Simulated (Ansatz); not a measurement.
Consider the following.

A slab with vacuum along the third vector:

```yaml
crystal:
  lattice:
    - [5.17513, 0.00000, 0.00000]
    - [0.00000, 5.61828, 0.00000]
    - [0.00000, 0.00000, 26.50000]
  atoms:
    - { symbol: Ni, position: [0.01331, 0.81078, 0.31521] }
    - { symbol: Ni, position: [0.51331, 0.68922, 0.31521] }
    - { symbol: Si, position: [0.17528, 0.43136, 0.31258] }
    - { symbol: Si, position: [0.67528, 0.06864, 0.31258] }
    - { symbol: Ni, position: [0.49299, 0.30933, 0.37367] }
    - { symbol: Ni, position: [0.99299, 0.19067, 0.37367] }
    - { symbol: Si, position: [0.31804, 0.91632, 0.37355] }
    - { symbol: Si, position: [0.81804, 0.58368, 0.37355] }
    - { symbol: Ni, position: [0.00858, 0.81182, 0.43784] }
    - { symbol: Ni, position: [0.50858, 0.68818, 0.43784] }
    - { symbol: Si, position: [0.17937, 0.41768, 0.43643] }
    - { symbol: Si, position: [0.67937, 0.08232, 0.43643] }
    - { symbol: Ni, position: [0.49040, 0.31075, 0.50000] }
    - { symbol: Ni, position: [0.99040, 0.18925, 0.50000] }
    - { symbol: Si, position: [0.32173, 0.92004, 0.50000] }
    - { symbol: Si, position: [0.82173, 0.57996, 0.50000] }
    - { symbol: Ni, position: [0.00858, 0.81182, 0.56216] }
    - { symbol: Ni, position: [0.50858, 0.68818, 0.56216] }
    - { symbol: Si, position: [0.17937, 0.41768, 0.56357] }
    - { symbol: Si, position: [0.67937, 0.08232, 0.56357] }
    - { symbol: Ni, position: [0.49299, 0.30933, 0.62633] }
    - { symbol: Ni, position: [0.99299, 0.19067, 0.62633] }
    - { symbol: Si, position: [0.31804, 0.91632, 0.62645] }
    - { symbol: Si, position: [0.81804, 0.58368, 0.62645] }
    - { symbol: Ni, position: [0.01331, 0.81078, 0.68479] }
    - { symbol: Ni, position: [0.51331, 0.68922, 0.68479] }
    - { symbol: Si, position: [0.17528, 0.43136, 0.68742] }
    - { symbol: Si, position: [0.67528, 0.06864, 0.68742] }
```

Set-up: 28 atoms, Ni14Si14, 10.1 Å thick at the start (thin: gaps and levels are the slab's own); mesh 7x7x1; 0.1 eV smearing; dipole correction on; all atoms relaxed; start symmetry kept, larger cells not searched; no spin (magnetic order not tried), no spin-orbit, no U.

Problem. What is the computed surface energy (mean of both faces) (PBE (Ansatz, a quantum-chemistry and plane-wave program))?

Solution. 1.83 J/m²

Problem. What is the computed work function of the top face (PBE)?

Solution. 4.75 eV
